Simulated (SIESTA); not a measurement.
## A self-consistent single point of Rb₂InAgF₆ (Fm-3m, 10 atoms in the cell) with SIESTA

Method: GGA PBEsol, numerical atomic orbitals DZP, PseudoDojo PBEsol standard norm-conserving potentials (rewritten from UPF to PSML) in SIESTA.

Input as run:

```
# files in the folder: Rb.psml In.psml Ag.psml F.psml (PseudoDojo PBEsol standard)
SystemName  Rb2InAgF6
SystemLabel rb2inagf6

NumberOfAtoms                10
NumberOfSpecies              4
%block ChemicalSpeciesLabel
  1 37 Rb
  2 49 In
  3 47 Ag
  4 9 F
%endblock ChemicalSpeciesLabel
LatticeConstant              1.0 Ang
%block LatticeVectors
     0.000000000    4.553510000    4.553510000
     4.553510000    0.000000000    4.553510000
     4.553510000    4.553510000    0.000000000
%endblock LatticeVectors
AtomicCoordinatesFormat      Bohr
%block AtomicCoordinatesAndAtomicSpecies
     4.302443403    4.302443403    4.302443403  1
    12.907330209   12.907330209   12.907330209  1
     0.000000000    0.000000000    0.000000000  2
     8.604886806    8.604886806    8.604886806  3
     8.604886806    8.604886806    3.986299862  4
     8.604886806    8.604886806   13.223473750  4
     3.986299862    8.604886806    8.604886806  4
    13.223473750    8.604886806    8.604886806  4
     8.604886806    3.986299862    8.604886806  4
     8.604886806   13.223473750    8.604886806  4
%endblock AtomicCoordinatesAndAtomicSpecies

XC.functional                GGA
XC.authors                   PBEsol
PAO.BasisSize                DZP
PAO.EnergyShift              0.01 Ry
MeshCutoff                   400 Ry
%block kgrid.MonkhorstPack
    5   0   0  0.0
    0   5   0  0.0
    0   0   5  0.0
%endblock kgrid.MonkhorstPack
OccupationFunction           FD
ElectronicTemperature        10 K

MaxSCFIterations             150
SCF.Mixer.Method             Pulay
SCF.Mixer.Weight             0.2
SCF.Mixer.History            8
SCF.DM.Tolerance             1.0E-04
Diag.ParallelOverK           true
WriteForces                  true
```

Log, with long lists cut:

```
reinit: Reading from file input.fdf

reinit: System Name: Rb2InAgF6
reinit: System Label: rb2inagf6

coor:   Atomic-coordinates input format  =     Cartesian coordinates
coor:                                            (in Bohr units)

siesta: Atomic coordinates (Bohr) and species
siesta:      4.30244   4.30244   4.30244  1        1
siesta:     12.90733  12.90733  12.90733  1        2
siesta:      0.00000   0.00000   0.00000  2        3
siesta:      8.60489   8.60489   8.60489  3        4
siesta:      8.60489   8.60489   3.98630  4        5
siesta:      8.60489   8.60489  13.22347  4        6
siesta:      3.98630   8.60489   8.60489  4        7
siesta:     13.22347   8.60489   8.60489  4        8
siesta:      8.60489   3.98630   8.60489  4        9
siesta:      8.60489  13.22347   8.60489  4       10

siesta: System type = bulk

initatomlists: Number of atoms, orbitals, and projectors:     10   133   150

siesta: ******************** Simulation parameters ****************************
redata: Spin configuration                          = none
redata: Time-Reversal Symmetry                      = T
redata: Number of Atomic Species                    =        4
redata: Mesh Cutoff                                 =   400.0000 Ry
redata: Net charge of the system                    =     0.0000 |e|
redata: Min. number of SCF Iter                     =        0
redata: Max. number of SCF Iter                     =      150
redata: SCF convergence failure will abort job
redata: SCF mix quantity                            = Hamiltonian
redata: Mix DM or H after convergence               =   F
redata: Recompute H after scf cycle                 =   F
redata: Mix DM in first SCF step                    =   T
redata: No kicks to SCF
redata: DM Mixing Weight for Kicks                  =     0.5000
redata: Require Harris convergence for SCF          =   F
redata: Harris energy tolerance for SCF             =     0.000100 eV
redata: Require DM convergence for SCF              =   T
redata: DM tolerance for SCF                        =     0.000100
redata: Require EDM convergence for SCF             =   F
redata: EDM tolerance for SCF                       =     0.001000 eV
redata: Require H convergence for SCF               =   T
redata: Hamiltonian tolerance for SCF               =     0.001000 eV
redata: Require (free) Energy convergence for SCF   =   F
redata: (free) Energy tolerance for SCF             =     0.000100 eV
redata: Using DFT-D3 dispersion                     =   F
redata: Using Saved Data (generic)                  =   F
redata: Method of Calculation                       = Diagonalization
redata: Electronic Temperature                      =    10.0000 K
redata: Number of TDED substeps                     =        3
redata: Dynamics option                             = Single-point calculation
redata: Save all siesta data in one NC              =   F
redata: ***********************************************************************

%block SCF.Mixers
  Pulay
%endblock SCF.Mixers

%block SCF.Mixer.Pulay
  # Mixing method
  method pulay
  variant stable

  # Mixing options
  weight 0.2000
  weight.linear 0.2000
  history 8
%endblock SCF.Mixer.Pulay

DM_history_depth set to one: no extrapolation allowed by default for geometry relaxation
Size of DM history Fstack: 1
Total number of electrons:    92.000000
Total ionic charge:    92.000000

* ProcessorY, Blocksize:    1  64

* Orbital distribution balance (max,min):   133   133

 Kpoints in:           75 . Kpoints trimmed:           63

siesta: k-grid: Number of k-points = 63
siesta: k-points from Monkhorst-Pack grid
siesta: k-cutoff (effective) =    16.099 Ang
siesta: k-point supercell and displacements
siesta: k-grid:     5     0     0      0.000
siesta: k-grid:     0     5     0      0.000
siesta: k-grid:     0     0     5      0.000

diag: Algorithm                                     = D&C
diag: Parallel over k                               =   F
diag: Use parallel 2D distribution                  =   F
diag: Parallel block-size                           = 64
diag: Parallel distribution                         =     1 x     1
diag: Used triangular part                          = Lower
diag: Absolute tolerance                            =  0.100E-15
diag: Orthogonalization factor                      =  0.100E-05
diag: Memory factor                                 =  1.0000

superc: Internal auxiliary supercell:     5 x     5 x     5  =     125
superc: Number of atoms, orbitals, and projectors:   1250  16625  18750

                        Single-point calculation

superc: Internal auxiliary supercell:     5 x     5 x     5  =     125
superc: Number of atoms, orbitals, and projectors:   1250  16625  18750

outcell: Unit cell vectors (Ang):
        0.000000    4.553510    4.553510
        4.553510    0.000000    4.553510
        4.553510    4.553510    0.000000

outcell: Cell vector modules (Ang)   :    6.439636    6.439636    6.439636
outcell: Cell angles (23,13,12) (deg):     60.0000     60.0000     60.0000
outcell: Cell volume (Ang**3)        :    188.8291
new_DM -- step:     1
Initializing Density Matrix...

Attempting to read DM from file... Failed...
DM filled with atomic data:

InitMesh: MESH = 64 x 64 x 64 = 262144
InitMesh: Mesh cutoff (required, used) =   400.000   409.478 Ry

stepf: Fermi-Dirac step function

        iscf     Eharris(eV)        E_KS(eV)     FreeEng(eV)     dDmax    Ef(eV) dHmax(eV)
   scf:    1   -11471.447486   -11487.555226   -11487.555281  1.559484 -2.771217 24.034220
   scf:    2   -11507.368847   -11502.299804   -11502.299804  0.576517 -5.467637  4.896510
   scf:    3   -11503.378833   -11502.895889   -11502.895889  0.047431 -4.559757  3.071577
   scf:    4   -11503.269936   -11503.131216   -11503.131216  0.056365 -4.919190  0.911780
   scf:    5   -11503.180939   -11503.159954   -11503.159954  0.029384 -5.099183  0.103108
   scf:    6   -11503.161308   -11503.160977   -11503.160977  0.006239 -5.150519  0.062035
   scf:    7   -11503.160336   -11503.161311   -11503.161311  0.005196 -5.137889  0.050433
   scf:    8   -11503.161867   -11503.161705   -11503.161705  0.002263 -5.123331  0.025450
   scf:    9   -11503.161697   -11503.161711   -11503.161711  0.001887 -5.135643  0.016385
   scf:   10   -11503.161714   -11503.161715   -11503.161715  0.000702 -5.130241  0.003454
   scf:   11   -11503.161717   -11503.161716   -11503.161716  0.000157 -5.130099  0.000360
   scf:   12   -11503.161716   -11503.161716   -11503.161716  0.000018 -5.130319  0.000041

SCF Convergence by DM+H criterion
max |DM_out - DM_in|         :     0.0000180357
max |H_out - H_in|      (eV) :     0.0000414567
SCF cycle converged after 12 iterations

Using DM_out to compute the final energy and forces

siesta: E_KS(eV) =           -11503.1617

siesta: E_KS - E_eggbox =    -11503.1617

siesta: Atomic forces (eV/Ang):
     1    0.000007    0.000007    0.000007
     2   -0.000007   -0.000007   -0.000007
     3    0.000000    0.000000    0.000000
     4    0.000000    0.000000   -0.000000
     5    0.000071    0.000071   -0.022772
     6   -0.000071   -0.000071    0.022772
     7   -0.022772    0.000071    0.000071
     8    0.022772   -0.000071   -0.000071
     9    0.000071   -0.022772    0.000071
    10   -0.000071    0.022772   -0.000071
   Tot    0.000000    0.000000    0.000000
   Max    0.022772
   Res    0.010184    sqrt( Sum f_i^2 / 3N )
   Max    0.022772    constrained

Stress tensor Voigt[x,y,z,yz,xz,xy] (kbar):       28.13       28.13       28.13       -0.07       -0.07       -0.07
(Free)E + p*V (eV/cell)   -11506.4772
Target enthalpy (eV/cell)   -11503.1617

siesta: Program's energy decomposition (eV):
siesta: Ebs     =     -1779.813515
siesta: Eions   =     15814.982483
siesta: Ena     =      2003.317755
siesta: Ekin    =      5648.207873
siesta: Enl     =      -965.380377
siesta: Eso     =         0.000000
siesta: Edftu   =         0.000000
siesta: DEna    =        58.218697
siesta: DUscf   =         3.417397
siesta: DUext   =         0.000000
siesta: Ex      =     -2276.179029
siesta: Ec      =      -159.781550
siesta: Exc     =     -2435.960580
siesta: Eharris =    -11503.161716
siesta: Etot    =    -11503.161716
siesta: FreeEng =    -11503.161716

siesta: Stress tensor (static) (eV/Ang**3):
siesta:     0.017558   -0.000044   -0.000044
siesta:    -0.000044    0.017558   -0.000044
siesta:    -0.000044   -0.000044    0.017558

siesta: Cell volume =        188.829081 Ang**3

siesta: Pressure (static):
siesta:                Solid            Molecule  Units
siesta:          -0.00019123         -0.00019765  Ry/Bohr**3
siesta:          -0.01755788         -0.01814719  eV/Ang**3
siesta:         -28.13082764        -29.07500760  kBar
```

The run converged in 12 iterations.

The starting cell comes from a database of computed structures (which also holds hypothetical and non-ambient phases and stackings), without a prior relaxation at this level. Values carry the incompleteness of an atom-centred basis.

Cost on one core of a shared machine: roughly 2 min.
